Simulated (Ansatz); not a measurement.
# PbSe: Se interstitial (started 2.69 Å from the nearest host atom), symmetric start

Base system: an 8-atom supercell of PbSe in the rock salt structure (space group Fm-3m, No. 225; a = 6.2178 Å) at its relaxed geometry.

The change: one Se atom is added in an open site, starting 2.69 Å from the nearest host atom, atoms relaxed at fixed cell.

Method: PBE (Ansatz, a quantum-chemistry and plane-wave program, PAW, spin-orbit coupling left out). Γ-centred 4×4×4 mesh, Fermi–Dirac width 0.01 eV.

The pressure grows by 8.0 GPa to 8.1 GPa and the largest displacement of a host atom from its site in the perfect cell comes out as 0.26 Å. The final site of the added atom comes out as 4 Se at 2.82 Å and 4 Pb at 2.95 Å (cubic).

Cost of the whole job for the changed cell (relaxation, final SCF and bands): about 2.0 core-minutes (a rough figure).

The magnetic state is the one reached from the starting moments; the real material's order can differ, and small cells can't hold many antiferromagnetic ones. The cell is small, so the values are those of an ordered compound at a high defect concentration; dilute-limit values will differ. The mesh was chosen for an insulator and is coarse for the gapless case. The defect started on the symmetric site and kept its symmetry, so it may sit on a saddle. Seeded moments were not kept for Se interstitial (started 2.69 Å from the nearest host atom). The defect cell is spin-polarised and ends with 0.2 μB, a fractional moment that hangs on the mesh and smearing.
